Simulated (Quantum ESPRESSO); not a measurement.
A self-consistent single point of TeS4O14 (P1, 38 atoms in the cell) with Quantum ESPRESSO.

Method: PBEsol, GBRV 1.5 ultrasoft (PBESOL) pseudopotentials (plane waves; Quantum ESPRESSO).

```
Te(S2O7)2
1.0
    6.91236     0.00000     0.00000
    1.49879     6.74805     0.00000
    2.02144     1.66545    11.87520
Te S O
2 8 28
Direct
  0.06471   0.94575   0.75067
  0.93977   0.05485   0.25019
  0.46812   0.92193   0.85609
  0.92828   0.45588   0.35285
  0.19831   0.68842   0.99886
  0.30992   0.80500   0.50605
  0.69900   0.18702   0.50248
  0.80156   0.30633   0.00393
  0.21840   0.49129   0.68368
  0.53177   0.07470   0.15051
  0.67735   0.88105   0.81614
  0.88330   0.66648   0.31491
  0.35806   0.91853   0.75123
  0.42743   0.71914   0.93344
  0.62154   0.90067   0.09869
  0.82477   0.23781   0.89686
  0.51138   0.76879   0.52827
  0.90824   0.34915   0.25036
  0.16576   0.95099   0.57868
  0.73234   0.41552   0.43779
  0.06181   0.84193   0.92486
  0.26238   0.84774   0.39312
  0.79713   0.50965   0.01209
  0.77264   0.15862   0.60871
  0.41165   0.46014   0.71732
  0.20275   0.48545   0.98910
  0.93979   0.15409   0.07941
  0.06714   0.65680   0.74694
  0.21913   0.59428   0.55411
  0.84124   0.04935   0.42472
  0.17710   0.75156   0.10761
  0.49215   0.19796   0.49858
  0.37387   0.09225   0.91038
  0.64452   0.08080   0.25374
  0.57414   0.27497   0.07040
  0.11458   0.32999   0.69078
  0.10568   0.36116   0.40044
  0.32245   0.12173   0.19011
```

Reference input (self-consistent single point, DFT, PBEsol, plane waves, GBRV 1.5 ultrasoft (PBESOL) pseudopotentials): ecutwfc = 40 Ry; ecutrho = 200 Ry; occupations = fixed; potentials = {Te: te_pbesol_v1.uspp.F.UPF, S: s_pbesol_v1.4.uspp.F.UPF, O: o_pbesol_v1.2.uspp.F.UPF}; K_POINTS = automatic 2 2 2 1 1 1; nbnd = 118; conv_thr = 1e-08 Ry; mixing_beta = 0.4. This run's input differs from it in these lines:

```diff
@@ -12,4 +12,4 @@
     ntyp = 3
-    ecutwfc = 40
-    ecutrho = 200
+    ecutwfc = 32
+    ecutrho = 160
     occupations = 'fixed'
```

Output, abridged:

```
     Self-consistent Calculation

     iteration #  1     ecut=    32.00 Ry     beta= 0.40

     total energy              =   -1143.46245129 Ry
     estimated scf accuracy    <      10.44185029 Ry

     iteration #  2     ecut=    32.00 Ry     beta= 0.40

     total energy              =   -1146.32264657 Ry
     estimated scf accuracy    <       0.52641064 Ry

     iteration #  3     ecut=    32.00 Ry     beta= 0.40

     total energy              =   -1146.31256844 Ry
     estimated scf accuracy    <       0.17792289 Ry

   [... 9 blocks of this kind left out ...]

     iteration # 13     ecut=    32.00 Ry     beta= 0.40

     total energy              =   -1146.35086635 Ry
     estimated scf accuracy    <       0.00000003 Ry

     iteration # 14     ecut=    32.00 Ry     beta= 0.40
     End of self-consistent calculation

     highest occupied, lowest unoccupied level (ev):     1.4273    4.8428

!    total energy              =   -1146.35086636 Ry
     estimated scf accuracy    <          1.5E-09 Ry

     convergence has been achieved in  14 iterations

     Forces acting on atoms (cartesian axes, Ry/au):

     atom    1 type  1   force =    -0.01158928    0.01794662    0.00300028
     atom    2 type  1   force =     0.01636657   -0.02115239    0.00346535
     atom    3 type  2   force =    -0.01973731    0.00180523    0.00775259
     atom    4 type  2   force =    -0.00326414   -0.01673511    0.00692891
     atom    5 type  2   force =     0.00444126    0.00720130   -0.01072282
   [... 29 lines left out ...]
     atom   35 type  3   force =    -0.00264105    0.00069246    0.00040994
   [... lines left out ...]

     Total force =     0.098632     Total SCF correction =     0.000116

          total   stress  (Ry/bohr**3)                   (kbar)     P=      -38.80
  -0.00025433  -0.00000715   0.00000313          -37.41       -1.05        0.46
  -0.00000715  -0.00025993   0.00000828           -1.05      -38.24        1.22
   0.00000313   0.00000828  -0.00027702            0.46        1.22      -40.75

   JOB DONE.
```

The run converged in 14 iterations. Against the reference run the free energy goes up by 41.0 meV/atom, the pressure goes from 0.28 to -3.88 GPa, the largest force moves little (0.894 to 0.896 eV/Å) and the gap on the mesh hardly changes (3.417 to 3.415 eV).

The starting cell comes from a database of computed structures (which also holds hypothetical and non-ambient phases and stackings), without a prior relaxation at this level. Its lattice was rescaled by a random factor within 2.5 % of one. Spin-orbit coupling is off. The shifted mesh does not hold Γ, so a gap read on it misses any band edge there.

Cost on one core of a shared machine: roughly 8 min.
